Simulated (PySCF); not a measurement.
PySCF 2.14.0, BP86/def2-svpd, df: Pb(Br) ([Br][Pb+]), charge +1, multiplicity 1, 2 atoms. The geometry is a generated start, not checked to be a minimum at this level.

```
Item                                                 Value
-------------------------  -------------------------------
task                                                energy
method                                                bp86
basis                                            def2-svpd
two-electron scheme                        density fitting
mol.max_memory                                     3000 MB
mf.max_cycle                                           100
mf.conv_tol                                1e-09 (default)
mf.grids.level                                 3 (default)
effective core potentials  those of the basis set, past Kr
basis functions                                         73
grid points                                          43656
```

```xyz
2

Pb    -0.8186    -0.6106    -0.6974
Br     0.8186     0.6106     0.6974
```

Charge 1 and multiplicity 1 are set for this test and not shown to be the ground state.

With the defaults (mf.DIIS = CDIIS, mf.diis = true, mf.diis_space = 8, mf.init_guess = minao, newton = off) it converges in 14 Fock builds. One run each on 2 threads, 1 BLAS thread, with these changes:
- newton = Hessian by the SCF's own integrals
- mf.diis = false
- mf.DIIS = EDIIS
- mf.diis_space = 12
- mf.DIIS = ADIIS
- mf.init_guess = mod_huckel
- mf.init_guess = 1e
- mf.diis_space = 3
- mf.diis_space = 5

Q: Name the settings that don't reach the solution of the defaults.

A: No convergence: mf.DIIS = EDIIS; mf.diis = false (the run ends without SCF convergence in 100 cycles). The rest reach the solution of the defaults.

```json
[
 {"setting": "mf.diis_space = 5", "Fock builds": "13", "end": "same solution"},
 {"setting": "the defaults", "Fock builds": "14", "end": "same solution"},
 {"setting": "mf.diis_space = 12", "Fock builds": "14", "end": "same solution"},
 {"setting": "mf.init_guess = mod_huckel", "Fock builds": "14", "end": "same solution"},
 {"setting": "mf.diis_space = 3", "Fock builds": "17", "end": "same solution"},
 {"setting": "mf.DIIS = ADIIS", "Fock builds": "25", "end": "same solution"},
 {"setting": "mf.init_guess = 1e", "Fock builds": "27", "end": "same solution"},
 {"setting": "newton = Hessian by the SCF's own integrals", "Fock builds": "62", "end": "same solution"},
 {"setting": "mf.DIIS = EDIIS", "Fock builds": "101", "end": "no convergence"},
 {"setting": "mf.diis = false", "Fock builds": "101", "end": "no convergence"}
]
```

Under newton the count holds the products with the orbital Hessian.
